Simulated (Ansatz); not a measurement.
# Sn3Ge (model structure, P-4m2, No. 115, 4 atoms in the cell): properties by level of theory

```tsv
level (code)	lattice constant a (Å)	c axis length (Å)	bulk modulus B0 (GPa)	cohesive energy (eV/atom)
LDA (Ansatz)	4.427	6.286	49.7	4.07
PBE (Ansatz)	4.547	6.457	39.9	3.28
PBEsol (Ansatz)	4.472	6.347	46.2	3.66
```

Caveats: the bulk modulus is −V dP/dV from two relaxed cells at ±2 % in volume (LDA, PBE, PBEsol). Ansatz's density-functional and Hartree–Fock values are scalar-relativistic unless marked +SOC, with PAW data made under PBE.

Free atoms are spin-polarised, in the lowest state found; at levels without +SOC their spin–orbit coupling is left out.

Static lattice: no zero-point or thermal effects.

A model structure was made by putting elements into a prototype or built by hand; it is no filed structure, need not be a known phase, and can be a saddle point held by its symmetry.

Ansatz is an electronic-structure program.
